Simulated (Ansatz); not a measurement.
The reference is ZnGeP2 in the chalcopyrite structure (space group I-42d, No. 122; a = 5.3740 Å, c = 10.6255 Å). Axes: x, y, z lie along a, b, c of the conventional cell.

Computed with LDA/PAW in Ansatz (a quantum-chemistry and plane-wave program), no spin-orbit coupling.

Strains are applied to the cell and any free atomic positions relax.

One change was made to it. Results:

The energy rises by 4.3 meV/atom; the smallest direct gap shrinks by 0.025 eV, from 1.18 eV to 1.15 eV.

Question: Which change produced these results?
A) uniaxial strain ε_xx = −1.50 %
B) uniaxial strain ε_xx = −2.25 %
C) uniaxial strain ε_xx = −0.75 %
D) uniaxial strain ε_xx = −3.00 %

Answer: B, uniaxial strain ε_xx = −2.25 %. For comparison, the energy relative to the base in the other runs: uniaxial strain ε_xx = −0.75 % gives +0.5 meV/atom; uniaxial strain ε_xx = −1.50 % gives +1.9 meV/atom; uniaxial strain ε_xx = −3.00 % gives +7.7 meV/atom.

Whether these cells are dynamically stable was not tested.
